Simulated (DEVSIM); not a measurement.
System: Schottky contact on n-type Ge, at 400 K.

```
layer (left to right)  material  thickness (μm)  Nd (cm⁻³)  τn (s)  τp (s)
---------------------  --------  --------------  ---------  ------  ------
1                            Ge            15.0     7.3e16  2.2e-5  2.2e-5
```

Left contact: Schottky, work function 4.39 eV, emission velocity 2.9e6 cm/s. Right contact: ohmic. Voltage is applied to the left contact. Recombination: SRH at mid-gap, radiative, Auger. Mobility is μmin + (μ − μmin)/(1 + (N/Nref)^α).

The device is made up for the run: typed textbook-type constants, with dimensions and the other settings drawn at random. Values at 300 K; Nc and Nv go as T^1.5, mobilities as T to minus their exponent, the gap by Varshni's rule with the affinity fixed.

| parameter | Ge |
|---|---|
| gap (eV) | 0.664 |
| affinity (eV) | 4 |
| permittivity | 16 |
| Nc (cm⁻³) | 1.04e19 |
| Nv (cm⁻³) | 6e18 |
| μn (cm²/Vs) | 3900 |
| μp (cm²/Vs) | 1900 |
| μn,min | 150 |
| μp,min | 100 |
| Nref,n | 2.6e17 |
| Nref,p | 4e17 |
| αn | 0.56 |
| αp | 0.6 |
| T exponent of μn | 1.66 |
| T exponent of μp | 2.33 |
| B (cm³/s) | 6.4e-14 |
| Cn (cm⁶/s) | 1e-31 |
| Cp (cm⁶/s) | 1e-31 |
| Varshni α (eV/K) | 0.000477 |
| Varshni β (K) | 235 |

Model (solved in DEVSIM): 1D drift-diffusion, Boltzmann statistics, complete ionisation; no tunnelling, impact ionisation, image-force lowering or self-heating. Metal contacts follow the ideal Schottky-Mott rule: no Fermi-level pinning, no interface dipoles.

Base results: largest field in the device at zero bias (V/cm) 53000; potential step across the device at zero bias (V) 0.204.

Task: What follows from this one change: metal work function 4.39 → 4.34 eV?

Result: largest field in the device at zero bias 53000 → 44000 V/cm; potential step across the device at zero bias 0.204 → 0.154 V.

Task: What follows from this one change: doping Nd of layer 1 7.3e+16 → 7.3e+17 cm^-3?

Result: largest field in the device at zero bias 53000 → 200000 V/cm; potential step across the device at zero bias 0.204 → 0.284 V.

Task: What follows from this one change: metal work function 4.39 → 4.24 eV?

Result: largest field in the device at zero bias 53000 → 21000 V/cm; potential step across the device at zero bias 0.204 → 0.054 V.
